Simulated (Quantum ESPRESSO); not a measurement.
Quantum ESPRESSO is run on MgO (Fm-3m, 2 atoms in the cell), and the run fails. The aim is a self-consistent single point with DFT, LDA (PZ), plane waves, GBRV 1.5 ultrasoft (LDA) pseudopotentials.

Input:

```fortran
&CONTROL
    calculation = 'single-point'
    outdir = './tmp/'
    pseudo_dir = './'
    tprnfor = .true.
    tstress = .true.
/
&SYSTEM
    ibrav = 0
    nat = 2
    ntyp = 2
    ecutwfc = 40
    ecutrho = 200
    occupations = 'fixed'
    nbnd = 12
/
&ELECTRONS
    conv_thr = 1e-10
/
ATOMIC_SPECIES
Mg    24.3050  mg_lda_v1.4.uspp.F.UPF
O     15.9990  o_lda_v1.2.uspp.F.UPF
CELL_PARAMETERS {angstrom}
   0.00000000     2.11818000     2.11818000
   2.11818000     0.00000000     2.11818000
   2.11818000     2.11818000     0.00000000
ATOMIC_POSITIONS {crystal}
Mg    0.00000000    0.00000000    0.00000000
O     0.50000000    0.50000000    0.50000000
K_POINTS {automatic}
11 11 11  0 0 0
```

Output, abridged:

```
     This program is part of the open-source Quantum ESPRESSO suite
     for quantum simulation of materials; please cite

 %%%%%%%%%%%%%%%%%%%%%%%%%%%%%%%%%%%%%%%%%%%%%%%%%%%%%%%%%%%%%%%%%%%%%%%%%%%%%%
     Error in routine  control_checkin (1):
      calculation "single-point" not allowed
 %%%%%%%%%%%%%%%%%%%%%%%%%%%%%%%%%%%%%%%%%%%%%%%%%%%%%%%%%%%%%%%%%%%%%%%%%%%%%%

     stopping ...
```

Task: Read the log: what does the program object to, and what is the fix?

Result: The fault is a value that the program does not know. The key takes a closed list of words, and names differ between codes. To fix it, use one of the words that the key accepts. The program stopped before any SCF iteration.

The sound input it was made from differs as follows (other fixes are possible):
```diff
-    calculation = 'single-point'
+    calculation = 'scf'
```

With that input, the run converged in 9 iterations: free energy E − TS -2144.5601 eV; top of the valence band (on the code's own zero) 7.25 eV; gap on the k-point mesh 4.51 eV; pressure -8.05 GPa (DFT, LDA (PZ), plane waves, GBRV 1.5 ultrasoft (LDA) pseudopotentials).

On the sound input: the starting cell comes from a database of computed structures (which also holds hypothetical and non-ambient phases and stackings), without a prior relaxation at this level. Its lattice was rescaled by a random factor within 2.5 % of one. With a pressure of about -8 GPa the cell is away from its equilibrium volume at this level.
